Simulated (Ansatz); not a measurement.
Take BeTe in the zinc blende structure (space group F-43m, No. 216; a = 5.554 Å) as the base. Axes: x, y, z lie along the cube axes.

Calculations: DFT with LDA, PAW potentials and a 420 eV plane-wave cutoff in Ansatz (a program for electronic structure), no spin-orbit coupling.

Strains are applied to the cell and any free atomic positions relax; under biaxial strain the out-of-plane vector relaxes too.

One change was made to it. Results:

The electron mass changes from 1.3 mₑ along k, 0.24 mₑ across (at X) to 1.3 mₑ along k, 0.25 mₑ across (at X); the valence-band top at Γ (three highest levels, from the VBM) becomes 0.00, 0.00, -0.16 eV (base: 0.00, 0.00, 0.00 eV); the energy rises by 3.6 meV/atom.

Task: What was done to the base?
A) biaxial strain +3.00 %, plane normal [001], relaxed out of plane
B) biaxial strain +0.50 %, plane normal [001], relaxed out of plane
C) biaxial strain −3.00 %, plane normal [001], relaxed out of plane
D) biaxial strain +2.50 %, plane normal [001], relaxed out of plane
E) biaxial strain −1.50 %, plane normal [001], relaxed out of plane

Result: E, biaxial strain −1.50 %, plane normal [001], relaxed out of plane. For comparison, the valence-band top at Γ in the other runs: biaxial strain −3.00 %, plane normal [001], relaxed out of plane gives 0.00, 0.00, -0.34 eV; biaxial strain +2.50 %, plane normal [001], relaxed out of plane gives 0.00, -0.23, -0.23 eV; biaxial strain +0.50 %, plane normal [001], relaxed out of plane gives 0.00, -0.05, -0.05 eV; biaxial strain +3.00 %, plane normal [001], relaxed out of plane gives 0.00, -0.27, -0.27 eV.

Spin-orbit coupling, missing from the scalar runs, can matter with Te. The levels and masses belong to the bands next to the band gap. Effective masses come from finite differences of ±0.01 Å⁻¹. Along k means along the line from Γ to the band edge. No phonon test of stability was made.
